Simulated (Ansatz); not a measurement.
Ansatz (a program for electronic structure) run on the (001) slab of Ge2Mo (cut from a parent of space group no. 139; 6 atoms in the cell): self-consistent single point.

Level of theory: LDA (PW92), default PAW files made with PBE (plane waves; Ansatz).

```xyz
6
Lattice="3.3368 0.0000 0.0000 0.0000 3.3368 0.0000 0.0000 0.0000 20.7739" Properties=species:S:1:pos:R:3 pbc="T T T"
Ge     1.6684     1.6684    13.7739
Ge     0.0000     0.0000     7.0000
Mo     0.0000     0.0000    12.4438
Ge     0.0000     0.0000     9.6602
Ge     1.6684     1.6684    11.1137
Mo     1.6684     1.6684     8.3301
```

Reference input (self-consistent single point, DFT, LDA (PW92), plane waves, default PAW files made with PBE): basis.ecutwfc = 420 eV; kpoints.mp_grid.grid = 9 9 1; hamiltonian.xc = lda; hamiltonian.pseudopotentials = {kind: paw} (the program's default PAW files); scf.occupations.method = gaussian; scf.occupations.width = 0.1 eV. This run's input differs from it in these lines:

Ansatz 0.2 input:
```diff
@@ -17,3 +17,3 @@
   mp_grid:
-    grid: [9, 9, 1]
+    grid: [8, 8, 1]
 hamiltonian:
```

The program printed (abridged):

```
SCF iter   1: F=—  HF=-26547.431756 eV  |F-HF|=—  |Δ(HF+E_count)|=         —  Δρ=5.43e-3  dr2=1.29e-1  ethr=1.77e-3  ⟨swp⟩=7.6  Hψ=3009  notcnv=0
all-band conjugate gradients solve this SCF's bands
preconditioner: auto → LDOS
SCF iter   2: F=—  HF=-26547.412120 eV  |F-HF|=—  |Δ(HF+E_count)|=   1.96e-2  Δρ=3.13e-3  dr2=3.53e-2  ethr=1.54e-4  ⟨swp⟩=2.5  Hψ=1492  notcnv=0  defer=45
   [... lines left out ...]
SCF iter   5: F=—  HF=-26547.401815 eV  |F-HF|=—  |Δ(HF+E_count)|=   7.70e-6  Δρ=7.39e-5  dr2=3.02e-5  ethr=3.07e-7  ⟨swp⟩=2.3  Hψ=1140  notcnv=0  defer=45
SCF iter   6: F=—  HF=-26547.401943 eV  |F-HF|=—  |Δ(HF+E_count)|=   1.28e-4  Δρ=1.99e-5  dr2=1.49e-6  ethr=3.60e-8  ⟨swp⟩=2.1  Hψ=1230  notcnv=0  defer=39
SCF iter   7: F=—  HF=-26547.401943 eV  |F-HF|=—  |Δ(HF+E_count)|=   8.86e-8  Δρ=8.41e-6  dr2=2.62e-7  ethr=1.78e-9  ⟨swp⟩=2.2  Hψ=1248  notcnv=0  defer=37
SCF iter   8: F=-26547.401943 eV  HF=-26547.401943 eV  |F-HF|=2.62e-8  |Δ(HF+E_count)|=   4.68e-9  Δρ=2.07e-6  dr2=1.21e-8  ethr=1.19e-10  ⟨swp⟩=13.6  Hψ=3703  notcnv=0
SCF 1 converged in 8 iterations: F = -26547.401943 eV  dr2 = 1.21e-8
Free energy (F): -26547.401943 eV
Internal energy: -26547.381548 eV  (E = F + TS)
E sigma→0 (E₀):  -26547.391746 eV
Entropy (-TS):   -0.020395 eV (-3.399 meV/atom)
Fermi energy:    3.710992 eV
--- Forces (eV/Å), atoms counted from 1 ---
  atom   1  Ge     0.00000000     0.00000000    -0.48817440
  atom   2  Ge     0.00000000     0.00000000     0.48817440
  atom   3  Mo     0.00000000     0.00000000    -0.53427245
  atom   4  Ge     0.00000000     0.00000000    -0.30510301
  atom   5  Ge     0.00000000     0.00000000     0.30510301
  atom   6  Mo     0.00000000     0.00000000     0.53427245
--- Stress (GPa, compression-positive) ---
       -5.008045       0.000000       0.000000
        0.000000      -5.008045       0.000000
        0.000000       0.000000      -3.505891
  P = ⅓ Tr σ = -4.5073 GPa (-45.073 kbar)
  The stress holds the Pulay correction. Without it, at fixed plane waves, as pw.x and ABINIT print it: P = -4.5209 GPa
```

The run converged in 8 iterations. Against the reference run the free energy falls by 2.0 meV/atom and the largest force goes from 0.518 to 0.534 eV/Å.

The starting cell comes from a database of computed structures (which also holds hypothetical and non-ambient phases and stackings), without a prior relaxation at this level. The slab is cut from that crystal, and its faces are unrelaxed. Its lattice was rescaled by up to half a per cent. Spin polarisation is off.
